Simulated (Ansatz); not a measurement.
Results of r²SCAN in Ansatz (plane waves, PAW) for cubic perovskite BaZrO3.

Numerical settings: plane-wave cutoff 560 eV, 8×8×8 k mesh, Fermi–Dirac smearing 0.01 eV, scalar-relativistic PAW data made under PBE.

Computed at the level's own relaxed cell.

Problem. Give the computed band gap, equilibrium volume per atom, smallest direct gap on the k points sampled, bulk modulus B0 and lattice constant a.

Solution. 
- band gap: 3.73 eV
- equilibrium volume per atom: 14.87 Å³/atom
- smallest direct gap on the k points sampled: 3.96 eV
- bulk modulus B0: 163 GPa
- lattice constant a: 4.205 Å

Measured, for comparison: band gap 5.3 eV (temperature not stated, no zero-point or thermal correction, first of three measured values (5.3, 4.86, 4.8), our sources range from 4.86 to 5.30; as tabulated in Lindman et al. (2015), arXiv:1503.06612); equilibrium volume per atom 14.72 Å³/atom, lattice constant a 4.191 Å (temperature not stated, no zero-point or thermal correction; as tabulated in Evaestov et al. (2010), arXiv:1010.1170); bulk modulus 189 GPa (temperature not stated, no zero-point or thermal correction; as tabulated in Sepliarsky et al. (2023), arXiv:2212.03924). Computed (rounded) less measured: equilibrium volume per atom +1.0 %, bulk modulus -14 %, lattice constant a +0.3 %.

Spin–orbit coupling is not included.

The computed numbers hold no vibrational or temperature effects.

The result took about 2.3 core-minutes (a rough figure).

Ansatz is a first-principles code.
